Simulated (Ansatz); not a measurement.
**RbCl (Fm-3m): band-edge transport data**

```yaml
crystal:
  lattice:
    - [0.00000, 3.27158, 3.27158]
    - [3.27158, 0.00000, 3.27158]
    - [3.27158, 3.27158, 0.00000]
  atoms:
    - { symbol: Rb, position: [0.00000, 0.00000, 0.00000] }
    - { symbol: Cl, position: [0.50000, 0.50000, 0.50000] }
```

Computed with PBEsol, rigid bands (plane waves, PAW, scalar-relativistic; Ansatz, a program for electronic structure). Cell: cell and atoms relaxed with PBEsol.

```yaml
band_gap: 4.90 eV
electron conductivity mass (300 K, dilute): 0.43 mₑ
hole conductivity mass (300 K, dilute): 3.3 mₑ
effective density of states N_c (300 K): 6.9e18 cm⁻³
effective density of states N_v (300 K): 7.4e20 cm⁻³
density_of_states_mass_electrons: 0.42 mₑ
density_of_states_mass_holes: 9.6 mₑ
Seebeck coefficient, n-type 1e19 cm⁻³, 300 K: -193 μV/K
best n-type power factor at 300 K for τ = 10 fs (best axis; densities from 1e16 to 1e21 cm⁻³ tried, whether or not they can be reached): 2.7 μW/(cm·K²) at 3e19 cm⁻³
Seebeck coefficient, p-type 1e19 cm⁻³, 300 K: 596 μV/K
```

Rigid bands; masses and Seebeck coefficients take one relaxation time τ for all states and one kind of carrier; polarons and phonon drag are left out. Spin-orbit coupling is left out; where it splits the top of the valence band, N_v and the p-type Seebeck coefficient come out somewhat high without it.
